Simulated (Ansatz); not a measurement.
Start from AlN in the zinc blende structure (space group F-43m, No. 216; a = 4.3423 Å). Axes: x, y, z lie along the cube axes.

All numbers come from LDA/PAW in Ansatz (a quantum-chemistry and plane-wave program), no SOC.

Strains are applied to the cell and any free atomic positions relax; under biaxial strain the out-of-plane vector relaxes too.

One change was made to it. Results:

The shortest interatomic distance falls by 0.003 Å (1.880 Å → 1.877 Å); the band gap shrinks by 0.03 eV (3.25 eV → 3.22 eV); the energy rises by 0.5 meV/atom.

Question: Which of these changes matches the shifts?
(A) biaxial strain −2.50 %, plane normal [001], relaxed out of plane
(B) biaxial strain +2.50 %, plane normal [001], relaxed out of plane
(C) biaxial strain −0.50 %, plane normal [001], relaxed out of plane
(D) biaxial strain −3.00 %, plane normal [001], relaxed out of plane

Answer: C, biaxial strain −0.50 %, plane normal [001], relaxed out of plane. For comparison, the band gap in the other runs: biaxial strain +2.50 %, plane normal [001], relaxed out of plane gives 2.96 eV; biaxial strain −3.00 %, plane normal [001], relaxed out of plane gives 3.05 eV; biaxial strain −2.50 %, plane normal [001], relaxed out of plane gives 3.09 eV.

Whether these cells are dynamically stable was not tested. This is not the structure that AlN has at room temperature and ambient pressure.
